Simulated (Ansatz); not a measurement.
fluorite-type CoSi2 (1 1 1) on wurtzite ZnO (0 0 1) (film strained to the substrate, faces as cut)

A periodic stack without vacuum, fluorite-type CoSi2 (1 1 1) on wurtzite ZnO (0 0 1) (film strained to the substrate, faces as cut): substrate slab Zn24O24, film Co9Si18, surface cells [[-2, -2], [0, -2]] and [[-2, 1], [-1, -1]], film strained by -0.1 and -0.1 %, faces Zn/O and Si/Si as cut (like faces can put a slab off its formula).

The start was prepared with a machine-learned potential, and the result is one local minimum, with the in-plane cell held and forces under 0.04 eV/Å; the film can end far from its bulk form.

These are PBE (plane waves to 420 eV, PAW; Ansatz, a quantum-chemistry and plane-wave program) values and carry that method's errors. Spin–orbit coupling is left out; the runs are not spin-polarised; PBE gaps are too small against experiment. Its k-point mesh 5×5×1, Fermi–Dirac width 0.05 eV.

- interface area: 37.3 Å²
- period: 25.90 Å
- gaps between the outermost planes at the two interfaces: 0.62 and 1.70 Å
- Si–Zn contacts across the interfaces within 1.22 times the sum of covalent radii: 7, mean 2.54 Å
- O–Si contacts across the interfaces within 1.22 times the sum of covalent radii: 4, mean 1.62 Å
- Co–Zn contacts across the interfaces within 1.22 times the sum of covalent radii: 3, mean 2.48 Å
- Co–O contacts across the interfaces within 1.22 times the sum of covalent radii: 3, mean 2.25 Å

```xyz
75
Lattice="6.5578 0.0003 0.1273 3.2790 5.6804 0.0417 0.3747 0.1328 25.9116" Properties=species:S:1:pos:R:3 pbc="T T T"
Zn     3.6651     3.6759     1.1680
Zn     1.8457     0.4677     0.7535
Zn     7.3572     3.6734     0.8496
Zn     5.0896     1.2022     0.8054
Zn     3.5566     1.7358     3.5223
Zn     5.3275     4.6280     3.5456
Zn     6.8880     1.7961     3.4993
Zn     8.4907     4.7223     3.6058
O      3.6111     3.6952     3.0503
O      1.9606     0.7990     2.6982
O      6.9571     3.6911     2.7856
O      5.2308     0.9003     2.7570
O      3.5506     1.7902     5.4897
O      5.2234     4.6477     5.5101
O      6.8437     1.8046     5.4909
O      8.4732     4.6714     5.5743
Zn     3.5508     3.7037     6.1223
Zn     1.8938     0.8612     6.1397
Zn     6.8405     3.6890     6.2114
Zn     5.1947     0.8835     6.2056
Zn     3.4897     1.8267     8.8215
Zn     5.1357     4.6560     8.8253
Zn     6.7748     1.8286     8.8845
Zn     8.4110     4.6560     8.8777
O      3.5091     3.7100     8.1178
O      1.8639     0.8733     8.1206
O      6.7854     3.7067     8.1882
O      5.1474     0.8794     8.1868
O      3.4491     1.8313    10.8180
O      5.0994     4.6696    10.8148
O      6.7341     1.8451    10.8666
O      8.3527     4.6537    10.8624
Zn     3.4341     3.7520    11.4414
Zn     1.7820     0.8772    11.4368
Zn     6.7108     3.7302    11.5673
Zn     5.0975     0.8643    11.4677
Zn     3.4076     1.8445    13.8889
Zn     5.0012     4.6863    14.2106
Zn     6.6595     1.8366    14.2280
Zn     8.2943     4.6843    14.2649
O      3.3888     3.7853    13.4264
O      1.7291     0.8885    13.4362
O      6.6562     3.7371    13.5676
O      5.0867     0.8455    13.4450
O      3.6055     1.8900    15.7898
O      4.9092     4.7794    16.1928
O      6.3562     1.8465    16.2162
O      8.1991     4.6316    16.2539
Co     4.2459     3.6875    18.1225
Co     7.3882     1.8668    18.0790
Co     7.5229     5.7265    18.1744
Co     3.0551     1.8792    21.1660
Co     9.6481     5.6556    21.2864
Co     6.3676     3.7793    21.2294
Co     5.2135     5.6964    24.3152
Co     8.4601     3.7833    24.3873
Co     5.2135     1.8704    24.2992
Si     5.3358     5.6962    17.4647
Si     8.6178     3.7121    17.5281
Si     4.8372     1.8592    16.8242
Si     3.0557     1.8710    18.8773
Si     9.6876     5.6023    18.9990
Si     6.4112     3.8167    18.9403
Si     4.1921     3.7465    20.4095
Si     7.4471     1.8751    20.4247
Si     7.4708     5.6843    20.4626
Si     5.2510     5.6681    21.9868
Si     8.5256     3.7767    22.0586
Si     5.2496     1.8782    21.9827
Si     3.0281     1.8890    23.4699
Si     9.5962     5.6688    23.5839
Si     6.3132     3.7830    23.5268
Si     4.1028     3.7800    24.8125
Si     7.3678     1.8928    25.0470
Si     7.3765     5.6846    25.0213
```
